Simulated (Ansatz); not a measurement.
Consider the following.

```
K
1.0
   -2.55516     2.55516     2.60731
    2.55516    -2.55516     2.60731
    2.65945     2.65945    -2.60731
K
1
Direct
  0.00000   0.00000   0.00000
```

No spin polarisation.

The values are results of PBEsol/PAW in Ansatz (a quantum-chemistry and plane-wave program), without spin-orbit coupling, not measurements. k-mesh 18×18×18 (Γ-centred); smearing 0.1 eV (Fermi–Dirac).

Task: Predict the band gap.

Result: Zero.

Task: What is the computed stress (xx, yy, zz, yz, xz, xy; compression positive)?

Result: (0.0, 0.0, 0.0, 0.0, 0.0, -0.1) GPa.

The cells carry an imposed strain or load. No phonon test of stability was made. The cell was made from K in the bcc (W type) structure (space group Im-3m, No. 229) by this change: tensor shear ε_xy = +2.00 %.
